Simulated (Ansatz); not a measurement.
The parent structure is Ti (space group P6/mmm, No. 191; a cell from a computed database, its experimental status unchecked; relaxed with 0.1 eV smearing).

```xyz
3
Lattice="4.5682 0.0000 0.0000 -2.2841 3.9562 0.0000 0.0000 0.0000 2.8264" Properties=species:S:1:pos:R:3 pbc="T T T"
Ti     0.0000     0.0000     0.0000
Ti     0.0000     2.6375     1.4132
Ti     2.2841     1.3187     1.4132
```

Cartesian axes are those of the cell as printed.

All numbers come from r2SCAN, PAW, 500 eV (Ansatz, an electronic-structure program; no SOC), earlier PAW set.

Strains are applied to the cell and any free atomic positions relax; under biaxial strain the out-of-plane vector relaxes too.

One change was made to it. Results:

The band gap is still zero; the shortest interatomic distance remains 263.7 pm.

**Question.** What was done to the base?
(A) tensor shear ε_xy = +1.75 %
(B) tensor shear ε_xz = +1.04 %
(C) biaxial strain +3.52 %, plane normal [001], relaxed out of plane
(D) isotropic strain +1.14 %

**Answer.** B, tensor shear ε_xz = +1.04 %. For comparison, the shortest interatomic distance in the other runs: tensor shear ε_xy = +1.75 % gives 259.2 pm; biaxial strain +3.52 %, plane normal [001], relaxed out of plane gives 273.0 pm; isotropic strain +1.14 % gives 266.8 pm.

No phonon test of stability was made. All final runs are without spin polarisation. This is not the structure that Ti has at room temperature and ambient pressure.
